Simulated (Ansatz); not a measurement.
We consider CsCl-type NaI (model structure), described by PBE0 (Ansatz, a quantum-chemistry and plane-wave program, plane waves, PAW).

Numerical settings: plane-wave cutoff 500 eV, 6×6×6 k mesh, gaussian smearing 0.02 eV, scalar-relativistic PAW data made under PBE.

Cell (relaxed with r²SCAN):

Space group Pm-3m (No. 221); a = b = c = 4.0385 Å, α = β = γ = 90.00°

```json
[
 {"atom": "Na", "site": "1a", "symmetry": "m-3m", "x": "0.0000", "y": "0.0000", "z": "0.0000"},
 {"atom": "I", "site": "1b", "symmetry": "m-3m", "x": "0.5000", "y": "0.5000", "z": "0.5000"}
]
```

### Question
Estimate the band gap that the calculation returns.

### Answer

band gap: 3.90 eV (on the SCF k mesh)

Note: the relaxation could raise the start's symmetry but not lower it, so the cell can be a saddle point.

Spin–orbit coupling is not included; with these elements it can move the gap by several tenths of an eV or more.

The computed numbers hold no vibrational or temperature effects.

Cost on a shared machine: around 80 core-seconds (rough).

A model structure was made by putting elements into a prototype or built by hand; it is no filed structure, need not be a known phase, and can be a saddle point held by its symmetry.
